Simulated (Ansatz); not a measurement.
An Ansatz (a first-principles code) input (r2SCAN, PAW, 500 eV (Ansatz; no spin-orbit coupling)):

Ansatz 0.2 input:
```yaml
crystal:
  lattice:
    - [3.7861683989, 0, 0]
    - [-1.8930841995, 3.2789180164, 0]
    - [0, 0, 5.7033457237]
  atoms:
    - { symbol: Pt, position: [0, 0, 0] }
    - { symbol: Pt, position: [0, 0, 0.5] }
    - { symbol: S, position: [0.3333333333, 0.6666666667, 0.25] }
    - { symbol: S, position: [0.6666666667, 0.3333333333, 0.75] }
basis: { ecutwfc: 500, ecutrho_ratio: 4, xc_grid: 4, fft_grid_basis: typed }
kpoints: { mp_grid: { grid: [18, 18, 11] } }
hamiltonian:
  xc: r2scan
  dispersion: none
  pseudopotentials: { kind: paw }
scf: { occupations: { method: fermi_dirac, width: 0.1 }, convergence: { dr2_threshold: 0.0000000004 } }
relax: { f_tol: 0.005, max_steps: 50 }
output: { forces: true, stress: true }
checkpoint: { write: state.ck, write_every: 1000 }
```

Q: Which symmetry and how many k-points will the program report, and about how many plane waves at Γ?

A: Space group P63/mmc (ITA 194) with 24 operations, k-points 222 of 3564, and 1761 plane waves at Γ.

Q: And the final pressure?

A: -8.89 GPa (compression positive).

The cells carry an imposed strain or load. Stability against distortions was not tested. All final runs are without spin polarisation. The cell was made from PtS in the NiAs type structure (space group P6_3/mmc, No. 194; a hypothetical phase, not in the database extracts checked) by this change: isotropic strain +2.21 %.
